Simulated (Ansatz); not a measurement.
The cell is built on a prototype and need not be the phase stable at ambient conditions.

Tunnelling through a barrier is set by its complex band structure: the current falls as exp(−2κd) with the smallest κ.

Data:

```xyz
2
Lattice="2.5179 0.0000 0.0000 0.0000 3.5609 0.0000 0.0000 1.7804 1.7804" Properties=species:S:1:pos:R:3 pbc="T T T"
Li     0.0000     0.0000     0.0000
F      1.2590     1.7804     0.0000
```

Space group of this cell: Pm-3m, CsCl type. The cell was relaxed by PBE-D3(BJ).

Transport runs along the normal of the first two printed cell vectors.

No gap correction and no spin-orbit coupling; mid-gap values are interpolated between computed energies.

Question: State the band gap and the smallest decay constant κ at mid-gap according to r2SCAN run with Ansatz (a program for electronic structure).

Answer: Gap 8.89 eV on a 16×16×16 mesh; κ = 0.652 1/Å, at (0.500, 0.000) of the in-plane reciprocal vectors. At the zone centre, at the nearest computed energy, the slowest state has κ = 0.73 1/Å.
